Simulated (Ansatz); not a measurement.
The reference is CdSe in the zinc blende structure (space group F-43m, No. 216; a = 6.0816 Å).

Computed with DFT with PBEsol, PAW potentials and a 420 eV plane-wave cutoff in Ansatz (a first-principles code), no SOC.

Before the change:

- Electron mass = 0.049 mₑ (at Γ)
- Width of the top valence band = 2.25 eV

It is then changed as follows: an isotropic linear strain of −1.00 %; the atoms relax in the strained cell.

Task: What happens to the energy relative to the base?

Result: The energy goes up by 4.3 meV/atom.

Task: Predict the new electron mass.

Result: The electron mass becomes 0.053 mₑ (at Γ) (base: 0.049 mₑ (at Γ)).

Task: Estimate the effect on the width of the top valence band.

Result: The width of the top valence band increases by 0.13 eV, from 2.25 eV to 2.38 eV.

The levels and masses belong to the bands next to the band gap. Effective masses come from finite differences of ±0.01 Å⁻¹. Stability against distortions was not tested.
